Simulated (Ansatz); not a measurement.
The starting structures come from a database of crystals and need not be the phases stable at ambient conditions.

By PBEsol, the system below comes out a metal.

The ballistic (Sharvin) conductance counts the channels at the Fermi level: G/A = (e²/h) × channels of both spins per area.

Here is the system:

```
Al3Y
1.0
    4.59464     0.00000     0.00000
    0.00000    10.85277     0.00000
    0.00000     5.42639     3.13292
Y Al
2 6
Direct
  0.25000   0.66667   0.00000
  0.75000   0.33333   0.00000
  0.75000   0.85480   0.43560
  0.25000   0.14520   0.56440
  0.25000   0.14520   0.00000
  0.75000   0.85480   0.00000
  0.75000   0.29040   0.56440
  0.25000   0.70960   0.43560
```

Space group of this cell: P6_3/mmc. The cell is taken as given; by PBEsol its mean pressure is -1.0 GPa.

The current flows along the normal of the first two printed cell vectors, the (110) plane of the conventional cell. No spin-orbit coupling; the value is a mean over 0.1 eV about the Fermi level.

Task: Give the ballistic conductance per area that PBEsol (Ansatz, a program for electronic structure) yields.

Result: 0.33 × 10¹⁵ S/m² for both spins.
